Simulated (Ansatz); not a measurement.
Results of r²SCAN-D4 (plane waves, PAW; Ansatz, a program for electronic structure) for L1₀ (CuAu-type) CuAu.

Numerical settings: plane-wave cutoff 560 eV, 20×20×16 k mesh (along the axes of the cell as run), Fermi–Dirac smearing 0.05 eV, no spin polarisation, scalar-relativistic PAW data made under PBE.

Shape and atoms are relaxed at each volume.

Pressure at four volumes; x = ln(V/14.371 Å³). One pressure is withheld.

```tsv
V (Å³/atom)	x	P (GPa)
13.796	-0.0408	7.45
14.371	0.0000	-0.01
14.658	0.0198	-3.08
14.946	0.0392	?
```

Q: Pass a parabola P(x) through the three rows shown, estimate the bulk modulus and its pressure derivative near zero pressure, and predict the withheld pressure.

A: Slopes between the rows: (-0.01 − (7.45))/(0.0000 − (-0.0408)) = -182.84 and (-3.08 − (-0.01))/(0.0198 − (0.0000)) = -155.05 GPa. Their difference over the span 0.0606 is c = 27.79/0.0606 = 458.6 GPa, so P(x) = 7.45 + (-182.84)(x − (-0.0408)) + 458.6 (x − (-0.0408))(x − (0.0000)). At the middle row B = −dP/dx = −[-182.84 + 458.6 × 0.0408] = 164.1 GPa, and B′ = dB/dP = 2c/B = 5.6. At x = 0.0392 the parabola gives -5.74 GPa; the run gives -5.77 GPa. The Birch–Murnaghan fit to the energies at all volumes has B0 = 164 GPa and B′ = 5.4.

Note: the bulk modulus comes from volumes at which shape and atoms were relaxed.

Spin–orbit coupling is not included; it can shift volumes and moduli of such heavy elements.
